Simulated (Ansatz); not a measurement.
Fluorite NiSi2, treated with PBE (Ansatz, an electronic-structure program, PAW).

Settings: plane-wave cutoff 520 eV, 12×12×12 k mesh, Fermi–Dirac smearing 0.1 eV, perturbation theory, force constants from a 4×4×4 q mesh, no spin polarisation, scalar-relativistic PAW data made under PBE.

Computed at the level's own relaxed cell. Harmonic vibrational thermodynamics at fixed volume:

| T (K) | S_vib (J/K per mol of atoms) | C_V (J/K per mol of atoms) | F_vib (eV/atom) |
|---|---|---|---|
| 0 | 0.00 | 0.00 | 0.0488 |
| 200 | 14.63 | 18.44 | 0.0371 |
| 300 | 22.82 | 21.67 | 0.0175 |
| 400 | 29.26 | 23.02 | -0.0096 |
| 500 | 34.48 | 23.68 | -0.0427 |
| 900 | 48.70 | 24.54 | -0.2178 |
| 1000 | 51.29 | 24.62 | -0.2696 |

The crystal is taken as a harmonic solid at every temperature: melting, phase changes and thermal expansion are not seen, nor the electrons' share in a metal.
